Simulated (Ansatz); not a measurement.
## What pressure −1 GPa does to W

The parent structure is W in the bcc (W type) structure (space group Im-3m, No. 229; a = 3.1693 Å).

Modification: hydrostatic tension (pressure −1 GPa).

All numbers come from r2SCAN (Ansatz, a quantum-chemistry and plane-wave program, PAW, scalar-relativistic without spin-orbit coupling). Settings: 21×21×21 k-points, 0.05 eV Fermi–Dirac smearing.

Volume per atom: 15.97 Å³ (base 15.92 Å³)
Density: 19.12 g/cm³ (base 19.18 g/cm³)
Lattice parameter a: 3.173 Å (base 3.169 Å)
Shortest interatomic distance: 2.748 Å (base 2.745 Å)
Enthalpy H = E + PV relative to the base's energy: -0.10 eV/atom
Band gap: zero (base zero)

Final structure:

```
CELL_PARAMETERS angstrom
     -1.58633     1.58633     1.58633
      1.58633    -1.58633     1.58633
      1.58633     1.58633    -1.58633
ATOMIC_POSITIONS crystal
  W  0.00000 0.00000 0.00000
```

Load acts through the strain it causes; cell and atoms are relaxed under it. Stability against distortions was not tested. All final runs are without spin polarisation.
